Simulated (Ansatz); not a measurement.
Base system: CdO in the rock salt structure (space group Fm-3m, No. 225; a = 4.768 Å).

Structures relaxed with Ansatz (a program for electronic structure) PBE, no spin-orbit coupling, earlier PAW set.

Base:

Simulated powder pattern, Cu Kα1, λ = 1.54056 Å (kinematic, ideal powder, no thermal factors, no anomalous dispersion; the 14 strongest lines at most, above 2 %, up to 2θ = 90°):

```
2θ (°)  I/Imax (%)    hkl
------  ----------  -----
32.50          100  (111)
37.70           90  (200)
54.38           58  (220)
64.79           41  (311)
68.06           19  (222)
80.51          8.5  (400)
89.52           18  (331)
```

It is then changed as follows: full substitution Cd → Fe; the structure is relaxed again.

**Question.** Predict the new powder pattern.

**Answer.** 
Simulated powder pattern, Cu Kα1, λ = 1.54056 Å (kinematic, ideal powder, no thermal factors, no anomalous dispersion; the 14 strongest lines at most, above 2 %, up to 2θ = 90°):

```csv
2θ (°),I/Imax (%),hkl
36.07,67,(111)
41.89,100,(200)
60.73,57,(220)
72.71,25,(311)
76.51,17,(222)
```

The indices refer to each structure's own conventional cell; one index is shown for lines that coincide.

Whether these cells are dynamically stable was not tested. No Hubbard U is applied and the magnetic state is the run's own (FeO ferromagnetic); small cells can't hold the antiferromagnetic order that many such compounds have, so gaps and moments can be off. Spin-polarised in the final run: FeO; the other runs are not. In its common phase, real FeO is an antiferromagnetic insulator at low temperature.
